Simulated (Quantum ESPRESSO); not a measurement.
Quantum ESPRESSO run on Co4N (Pm-3m, 5 atoms in the cell): self-consistent single point.

Method: LDA (PZ), GBRV 1.5 ultrasoft (LDA) pseudopotentials (plane waves; Quantum ESPRESSO).

```yaml
crystal:
  lattice:
    - [3.70953, 0.00000, 0.00000]
    - [0.00000, 3.70953, 0.00000]
    - [0.00000, 0.00000, 3.70953]
  atoms:
    - { symbol: Co, position: [0.50000, 0.00000, 0.00000], spin: 3.0 }
    - { symbol: Co, position: [0.00000, 0.50000, 0.00000], spin: 3.0 }
    - { symbol: Co, position: [0.00000, 0.00000, 0.50000], spin: 3.0 }
    - { symbol: Co, position: [0.50000, 0.50000, 0.50000], spin: 3.0 }
    - { symbol: N, position: [0.00000, 0.00000, 0.00000] }
```
(The spins are starting values, not results.)

Reference input (self-consistent single point, DFT, PBEsol, plane waves, GBRV 1.5 ultrasoft (PBESOL) pseudopotentials): ecutwfc = 50 Ry; ecutrho = 400 Ry; occupations = smearing; smearing = fd; degauss = 0.0073499 Ry; nspin = 2; potentials = {Co: co_pbesol_v1.2.uspp.F.UPF, N: n_pbesol_v1.2.uspp.F.UPF}; K_POINTS = automatic 9 9 9 0 0 0; conv_thr = 1e-10 Ry; mixing_beta = 0.3. This run's input differs from it in these lines:

```diff
@@ -25,4 +25,4 @@
 ATOMIC_SPECIES
-Co    58.9332  co_pbesol_v1.2.uspp.F.UPF
-N     14.0070  n_pbesol_v1.2.uspp.F.UPF
+Co    58.9332  co_lda_v1.2.uspp.F.UPF
+N     14.0070  n_lda_v1.2.uspp.F.UPF
 ATOMIC_POSITIONS {crystal}
```

Log, with long lists cut:

```
     Self-consistent Calculation

     iteration #  1     ecut=    50.00 Ry     beta= 0.30

---- Real-time Memory Report at c_bands before calling an iterative solver
           195 MiB given to the printing process from OS
           137 MiB allocation reported by mallinfo(arena+hblkhd)
------------------

     total energy              =   -1205.96326442 Ry
     estimated scf accuracy    <      30.87463751 Ry

     total magnetization       =     6.56 Bohr mag/cell
     absolute magnetization    =     6.92 Bohr mag/cell

     iteration #  2     ecut=    50.00 Ry     beta= 0.30

   [... lines left out ...]

     iteration # 24     ecut=    50.00 Ry     beta= 0.30

---- Real-time Memory Report at c_bands before calling an iterative solver
           342 MiB given to the printing process from OS
           190 MiB allocation reported by mallinfo(arena+hblkhd)
------------------

     Magnetic moment per site  (integrated on atomic sphere of radius R)
     atom   1 (R=0.206)  charge= 13.9992  magn=  1.3533
     atom   2 (R=0.206)  charge= 13.9992  magn=  1.3533
     atom   3 (R=0.206)  charge= 13.9992  magn=  1.3533
     atom   4 (R=0.206)  charge= 13.9599  magn=  1.8079
     atom   5 (R=0.206)  charge=  4.0670  magn=  0.0782
     End of self-consistent calculation

     the Fermi energy is    16.9490 ev

!    total energy              =   -1213.51621361 Ry
     estimated scf accuracy    <          1.8E-11 Ry
     smearing contrib. (-TS)   =      -0.01569422 Ry
     internal energy E=F+TS    =   -1213.50051939 Ry

     total magnetization       =     6.18 Bohr mag/cell
     absolute magnetization    =     6.50 Bohr mag/cell

     convergence has been achieved in  24 iterations

     Forces acting on atoms (cartesian axes, Ry/au):

     atom    1 type  1   force =     0.00000000    0.00000000    0.00000000
   [... zero for the other atoms too ...]

     Total force =     0.000000     Total SCF correction =     0.000000

          total   stress  (Ry/bohr**3)                   (kbar)     P=     -156.00
  -0.00106045   0.00000000   0.00000000         -156.00        0.00        0.00
   0.00000000  -0.00106045   0.00000000            0.00     -156.00        0.00
   0.00000000   0.00000000  -0.00106045            0.00        0.00     -156.00

   JOB DONE.
```

The run converged in 24 iterations. Against the reference run the pressure goes from -7.96 to -15.60 GPa and the size of the net moment goes from 1.27 to 1.24 μB/atom.

The starting cell comes from a database of computed structures (which also holds hypothetical and non-ambient phases and stackings), without a prior relaxation at this level. The magnetic order is the one reached from the typed start; others were not searched systematically. With a pressure of about -16 GPa the cell is away from its equilibrium volume at this level.

Cost on one core of a shared machine: roughly 2 min.
